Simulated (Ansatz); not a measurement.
Abridged Ansatz (a program for electronic structure) output:

```
Relaxation: its limit of steps is 50 (relax.max_steps)
Pseudopotential: Cs, paw, valence charge 9
Crystal: 1 atoms, lattice volume = 115.022 Å³
Basis set: ecut = 420 eV, 2243 PW (Γ), exchange–correlation on 72×72×72 points (8 copies of the dense FFT grid, shifted against one another)
Bands: 9, of which v1, the nominal top of the filled ones, is band 5 counted from 1 (4 counted from 0)
Symmetry: 48 space group operations
k-points: 145 of 4096
Functional: x = pbesol(κ = 0.804, μ = 0.12345679012345678), c = pbesol(β = 0.046)
SCF iter   1: F=—  HF=-5585.812443 eV  |F-HF|=—  |Δ(HF+E_count)|=         —  Δρ=4.72e-4  dr2=2.67e-4  ethr=1.77e-3  ⟨swp⟩=6.0  Hψ=10793  notcnv=0
SCF iter   2: F=—  HF=-5585.812767 eV  |F-HF|=—  |Δ(HF+E_count)|=   3.23e-4  Δρ=2.87e-4  dr2=1.17e-4  ethr=2.97e-6  ⟨swp⟩=2.3  Hψ=3190  notcnv=0
SCF 1 converged in 7 iterations: F = -5585.812822 eV  dr2 = 8.32e-11
relax step   1: F+E_penalty+E_count = -5585.81282152 eV  Δ(F+E_penalty+E_count) = +0.000e0 eV  max|allowed force component| = 0.000e0 eV/Å  Δτ_max = 0.0000 Å  (7 SCF iters, accepted)
SCF converged after 7 iterations
Free energy (F): -5585.812822 eV
Internal energy: -5585.772131 eV  (E = F + TS)
E sigma→0 (E₀):  -5585.792476 eV
Entropy (-TS):   -0.040690 eV (-40.690 meV/atom)
Fermi energy:    2.138406 eV
--- Forces (eV/Å), atoms counted from 1 ---
  atom   1  Cs     0.00000000    -0.00000000     0.00000000
--- Stress (GPa, compression-positive) ---
       -0.108947       0.000000      -0.000000
        0.000000      -0.108947      -0.000000
       -0.000000       0.000000      -0.108947
  P = ⅓ Tr σ = -0.1089 GPa (-1.089 kbar)
--- Relaxed structure (1 steps of the walk, 1 accepted, 0 SCFs on fresh bases) ---
  atoms:
    - { symbol: Cs, position: [0.0, 0.0, 0.0] }
```

Q: What was computed, and what are the main results?

A: Cs, 1 atom in the cell, with Kohn–Sham DFT with the PBEsol functional, run in Ansatz with PAW and 420 eV plane waves, no SOC. The last SCF converged to F = -5585.812822 eV, or -5585.8128 eV per atom, at a pressure of -0.11 GPa. The total energy compares only with runs of the same code, potentials and settings.

The cells carry an imposed strain or load. No phonon test of stability was made. The cell was made from Cs in the bcc (W type) structure (space group Im-3m, No. 229) by this change: isotropic strain +2.00 %.

Keys are those of Ansatz 0.2.
